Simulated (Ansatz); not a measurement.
Worked example: self-consistent single point of Mo₃S₄ (R-3, 14 atoms in the cell) in Ansatz (a program for electronic structure).

Level of theory: PBEsol, default PAW files made with PBE (plane waves; Ansatz).

```
Mo3S4
1.0
    4.60000     2.65581     3.62667
   -4.60000     2.65581     3.62667
    0.00000    -5.31162     3.62667
Mo S
6 8
Direct
  0.21290   0.40550   0.55040
  0.55040   0.21290   0.40550
  0.40550   0.55040   0.21290
  0.78710   0.59450   0.44960
  0.44960   0.78710   0.59450
  0.59450   0.44960   0.78710
  0.21711   0.21711   0.21711
  0.78289   0.78289   0.78289
  0.38690   0.13180   0.73680
  0.73680   0.38690   0.13180
  0.13180   0.73680   0.38690
  0.61310   0.86820   0.26320
  0.26320   0.61310   0.86820
  0.86820   0.26320   0.61310
```

Reference input (self-consistent single point, DFT, PBEsol, plane waves, default PAW files made with PBE): basis.ecutwfc = 420 eV; kpoints.mp_grid.grid = 3 3 3; hamiltonian.xc = pbesol; hamiltonian.pseudopotentials = {kind: paw} (the program's default PAW files); scf.occupations.method = cold; scf.occupations.width = 0.1 eV. This run's input differs from it in these lines:

Ansatz 0.2 input:
```diff
@@ -22,3 +22,3 @@
 basis:
-  ecutwfc: 420.0
+  ecutwfc: 250.0
 kpoints:
```

The program printed (abridged):

```
SCF iter   1: F=—  HF=-36470.737723 eV  |F-HF|=—  |Δ(HF+E_count)|=         —  Δρ=1.46e-2  dr2=2.88e-1  ethr=1.77e-3  ⟨swp⟩=6.0  Hψ=1735  notcnv=0
all-band conjugate gradients solve this SCF's bands
preconditioner: auto → LDOS
SCF iter   2: F=—  HF=-36470.679841 eV  |F-HF|=—  |Δ(HF+E_count)|=   5.79e-2  S|Δr|=    0.00e0  Δρ=6.21e-3  dr2=1.06e-1  ethr=2.18e-4  ⟨swp⟩=2.0  Hψ=996  notcnv=0  defer=36
   [... lines left out ...]
SCF iter   6: F=—  HF=-36470.644512 eV  |F-HF|=—  |Δ(HF+E_count)|=   2.26e-4  S|Δr|=    0.00e0  Δρ=3.42e-5  dr2=6.38e-6  ethr=4.13e-8  ⟨swp⟩=2.0  Hψ=724  notcnv=0  defer=36
SCF iter   7: F=—  HF=-36470.644511 eV  |F-HF|=—  |Δ(HF+E_count)|=   1.08e-6  S|Δr|=    0.00e0  Δρ=7.56e-6  dr2=1.13e-7  ethr=4.83e-9  ⟨swp⟩=2.0  Hψ=700  notcnv=0  defer=36
SCF iter   8: F=-36470.644511 eV  HF=-36470.644511 eV  |F-HF|=6.93e-9  |Δ(HF+E_count)|=   1.32e-8  S|Δr|=    0.00e0  Δρ=1.97e-6  dr2=1.37e-8  ethr=7.58e-11  ⟨swp⟩=9.8  Hψ=1834  notcnv=0
SCF 1 converged in 8 iterations: F = -36470.644511 eV  dr2 = 1.37e-8
Stability not checked (fill_not_monotonic)
Free energy (F): -36470.644511 eV
Internal energy: -36470.648114 eV  (E = F + TS)
E sigma→0 (E₀):  -36470.645712 eV
Entropy (-TS):   0.003604 eV (0.257 meV/atom)
Fermi energy:    10.560054 eV
--- Forces (eV/Å), atoms counted from 1 ---
  atom   1  Mo    -0.14774216    -0.09396956    -0.07305339
  atom   2  Mo     0.15525111    -0.08096369    -0.07305339
  atom   3  Mo    -0.00750894     0.17493325    -0.07305339
  atom   4  Mo     0.14774216     0.09396956     0.07305339
   [... lines left out ...]
  atom  14  S     -0.24318790     0.13062758    -0.03155478
--- Stress (GPa, compression-positive) ---
       -2.272142       0.000000       0.000000
       -0.000000      -2.272142       0.000000
        0.000000       0.000000      -2.906072
  P = ⅓ Tr σ = -2.4835 GPa (-24.835 kbar)
  The stress holds the Pulay correction. Without it, at fixed plane waves, as pw.x and ABINIT print it: P = -18.6223 GPa
```

The run converged in 8 iterations. Against the reference run the free energy rises by 287 meV/atom, the pressure goes from -3.36 to -2.48 GPa and the largest force goes from 0.624 to 0.516 eV/Å.

The starting cell comes from a database of published, mostly measured structures (it also holds non-ambient and calculated ones), without a prior relaxation at this level. Spin polarisation is off. Ansatz's pressure includes its estimate of the finite-basis (Pulay) stress. Without the estimate this run gives -18.62 GPa. The cutoff lies below the one recommended for these files.
